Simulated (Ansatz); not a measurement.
## Short convergence ladders for a (100) slab of RbBi2 (cut from a parent of space group no. 227; 12 atoms in the cell)

```xyz
12
Lattice="6.7698 0.0000 0.0000 -6.7698 6.7698 0.0000 0.0000 0.0000 22.3772" Properties=species:S:1:pos:R:3 pbc="T T T"
Bi     3.3849     1.6925     7.0000
Bi     5.0774     0.0000     9.3935
Bi     1.6925     0.0000     9.3935
Bi    -3.3849     5.0774     7.0000
Bi     0.0000     5.0774    11.7869
Bi     1.6925     3.3849    14.1804
Bi    -1.6925     3.3849    14.1804
Bi     0.0000     1.6925    11.7869
Rb    -3.3849     3.3849    10.5902
Rb     0.0000     3.3849     8.1967
Rb     0.0000     0.0000    15.3772
Rb     3.3849     0.0000    12.9837
```

Base method: PBEsol, default PAW files made with PBE (plane waves; Ansatz, a first-principles code).

Base settings: basis.ecutwfc = 420 eV; kpoints.mp_grid.grid = 3 3 1; hamiltonian.xc = pbesol; hamiltonian.pseudopotentials = {kind: paw} (the program's default PAW files); scf.occupations.method = fermi_dirac; scf.occupations.width = 0.1 eV.

The count of work is k-points × plane waves × bands × iterations; it is no time. Core times come from one kind of shared machine, to one figure; runs under 30 s give none.

**The vacuum**

The mesh stays at the base's, so the ladder's end is converged at best in this setting alone.

Only quantities that move along the ladder and can be compared are tabulated.

| vacuum between outermost atoms (Å) | free energy less the last step's (meV/atom) | largest difference of a force vector from the last step's (eV/Å) | count of work / last | core time / last (rough) |
|---|---|---|---|---|
| 3.0 | -52.17 | 0.378 | 0.30 | – |
| 4.0 | -20.54 | 0.230 | 0.36 | – |
| 5.0 | -10.02 | 0.149 | 0.39 | – |
| 6.0 | -6.48 | 0.102 | 0.42 | – |
| 7.0 | -4.87 | 0.076 | 0.45 | – |
| 8.0 | -3.86 | 0.060 | 0.48 | 0.4 |
| 10.0 | -2.61 | 0.040 | 0.54 | 0.5 |
| 12.0 | -1.86 | 0.028 | 0.60 | 0.5 |
| 14.0 | -1.37 | 0.020 | 0.66 | 0.7 |
| 17.0 | -0.89 | 0.013 | 0.74 | 0.7 |
| 20.0 | -0.57 | 0.008 | 0.74 | 0.7 |
| 25.0 | -0.22 | 0.003 | 0.87 | 0.8 |
| 30.0 | 0.00 | 0.000 | 1.0 | 1 |

State of the free energy at the end of the ladder: still drifting one way, by 0.57 meV/atom over the last two steps, so the last step is no safe reference.

**The k-point mesh**

Only quantities that move along the ladder and can be compared are tabulated.

```tsv
kpoints.mp_grid.grid	free energy less the last step's (meV/atom)	largest difference of a force vector from the last step's (eV/Å)	count of work / last	core time / last (rough)
2 2 1	109.02	0.622	0.067	–
3 3 1	-11.47	0.265	0.067	0.06
4 4 1	-2.57	0.194	0.15	0.10
5 5 1	7.62	0.138	0.15	0.1
6 6 1	-4.55	0.080	0.27	0.2
7 7 1	3.41	0.078	0.27	0.2
8 8 1	-1.27	0.038	0.42	0.3
10 10 1	0.04	0.018	0.73	0.7
11 11 1	-0.08	0.009	0.60	0.6
13 13 1	0.00	0.000	1.0	1
```

Coarsest kpoints.mp_grid.grid that holds the free energy within 5 meV/atom of the last step, with all finer ones: 6 6 1, at 0.27 of the last step's count of work and about 0.2 of the last step's time; the step before is off by 7.6 meV/atom.

On the base run: the starting cell comes from a database of computed structures (which also holds hypothetical and non-ambient phases and stackings), without a prior relaxation at this level. The slab is cut from that crystal, and its faces are unrelaxed. Its lattice was rescaled by up to half a per cent. The two faces of this cut differ, and no dipole correction was used.

Left out of this page: 1 run of the series outside the window shown, repeating another row's setting, or not comparable; 1 run of the series stopped by limits of time or memory.

Keys are those of Ansatz 0.2.
